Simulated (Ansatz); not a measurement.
Sb₂O₃ (Fd-3m, No. 227) was calculated with PBEsol in Ansatz (plane waves, PAW).

Settings: plane-wave cutoff 520 eV, 6×6×6 k mesh, scalar-relativistic PAW data made under PBE.

Computed at the level's own relaxed cell.

Hill averages of the elastic tensor: K = 22.5 GPa, G = 16.1 GPa. Volume 16.917 Å³/atom, mean atomic mass 58.304 u.

Task: Work out the density, the sound velocities of a polycrystal and the elastic Debye temperature at this level.

Result: ρ = 1.66054 × 58.304/16.917 = 5.723 g/cm³. v_l = √[(K + 4G/3)/ρ] = 2.772 km/s and v_t = √(G/ρ) = 1.677 km/s. The mean follows from 3/v_m³ = 1/v_l³ + 2/v_t³: v_m = 1.854 km/s. Θ_D = (ħ/k_B) v_m (6π²/V)^(1/3) = 76.38 K Å s/km × 1.854 × 1.5184 Å⁻¹ = 215 K, counting all atoms of the cell.

Note: the relaxation could not lower the start's symmetry, so the cell can be a saddle point above a distorted one.

Ansatz is an electronic-structure program.
